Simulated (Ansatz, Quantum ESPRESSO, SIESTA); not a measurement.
# LaOs2 (Fd-3m, 6 atoms in the cell) computed with different codes at matched settings

Self-consistent single point.

```
LaOs2
1.0
    0.00000     3.79508     3.79508
    3.79508     0.00000     3.79508
    3.79508     3.79508     0.00000
La Os
2 4
Direct
  0.75000   0.75000   0.75000
  0.50000   0.50000   0.50000
  0.12500   0.62500   0.12500
  0.12500   0.12500   0.12500
  0.62500   0.12500   0.12500
  0.12500   0.12500   0.62500
```

Shared settings, as Ansatz (an electronic-structure program) writes them: kpoints.mp_grid.grid = 2 2 2; scf.occupations.method = fermi_dirac; scf.occupations.width = 0.01 Ry. Potentials and cutoffs stand in the table.

| code | model | pressure (GPa) | cutoff |
|---|---|---|---|
| Quantum ESPRESSO | PBEsol, GBRV 1.5 ultrasoft (PBESOL) pseudopotentials | 4.81 | 40 Ry |
| SIESTA | GGA PBEsol, numerical atomic orbitals TZP, PseudoDojo PBEsol standard norm-conserving potentials (rewritten from UPF to PSML) | 10.43 | grid 400 Ry |
| Ansatz | PBEsol, PAW files made with PBE | 4.46 | default |

On Ansatz's run: spin-orbit coupling is off. Spin polarisation is off.

The spread over the programs that give each value: pressure within 5.97 GPa.

SIESTA uses small atom-centred bases, whose incompleteness enters pressures, forces and empty levels differently from a plane-wave cutoff. Ansatz's pressure is given at a fixed set of plane waves, as the other plane-wave codes print theirs; with its correction for the finite basis it is 4.52 GPa. In the pressure, SIESTA (by 5.80) lies more than 1 GPa from the median of the plane-wave programs.

On the base mesh (7 7 7) the same programs gave: Ansatz pressure 5.94 GPa; Quantum ESPRESSO pressure 6.22 GPa; SIESTA pressure 11.43 GPa.

The values differ from the base mesh's, so the mesh still matters here: the table compares the programs at equal settings.

The starting cell comes from a database of computed structures (which also holds hypothetical and non-ambient phases and stackings), without a prior relaxation at this level. Its lattice was rescaled by a random factor within 2.5 % of one.

Left out of this page: Elk and FLEUR (not drawn, or without a comparable value).

Keys are those of Ansatz 0.2.
